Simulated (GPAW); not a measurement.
GPAW is run on Rh (Fm-3m, 1 atom in the cell), and the run fails. The aim is a self-consistent single point with DFT PBE, plane waves, GPAW PAW datasets PBE (gpaw-data 1.0.1).

Cell that was meant: a = 2.6509 Å, b = 2.6509 Å, c = 2.6509 Å, α = 60.00°, β = 60.00°, γ = 60.00°.

Part of the input:

```python
            nbands=-5,
            convergence={'forces': 0.001},
            symmetry={'symmorphic': False, 'tolerance': 0.0005},
            maxiter=3,
            txt='-')

atoms.calc = calc
```

The program printed (abridged):

```
     iter     time        total  log10-change:
                         energy   eigst   dens  force
iter:   1 --:--:--    -7.844448
iter:   2 --:--:--    -7.735330   -1.66  -1.36
iter:   3 --:--:--    -7.389623   -1.15  -1.40

Did not converge!

Here are some tips:

1) Make sure the geometry and spin-state is physically sound.
2) Use less aggressive density mixing.
3) Solve the eigenvalue problem more accurately at each scf-step.
4) Use a smoother distribution function for the occupation numbers.
5) Try adding more empty states.
6) Use enough k-points.
7) Don't let your structure optimization algorithm take too large steps.
8) Solve the Poisson equation more accurately.
9) Better initial guess for the wave functions.

See details here:

    https://gpaw.readthedocs.io/documentation/convergence.html
Traceback (most recent call last):
   [... frames left out ...]
gpaw.KohnShamConvergenceError: Did not converge!  See text output for help.
```

Task: Find the mistake and give the fix.

Result: The fault is an iteration limit that is too low. The loop is cut before its threshold is met, so whatever is printed at the end is not self-consistent. To fix it, raise the limit, or leave it to the default. The run ended unconverged after 3 iterations.

The sound input it was made from differs as follows (other fixes are possible):
```diff
-            maxiter=3,
+            maxiter=150,
```

With that input, the run converged in 14 iterations: free energy E − TS (from the program's reference atoms) -7.2562 eV; Fermi level (on the code's own zero) 12.66 eV; pressure 21.63 GPa (DFT PBE, plane waves, GPAW PAW datasets PBE (gpaw-data 1.0.1)).

On the sound input: the starting cell comes from a database of computed structures (which also holds hypothetical and non-ambient phases and stackings), without a prior relaxation at this level. Its lattice was rescaled by a random factor within 2.5 % of one. Spin polarisation is off. With a pressure of about 22 GPa the cell is away from its equilibrium volume at this level.
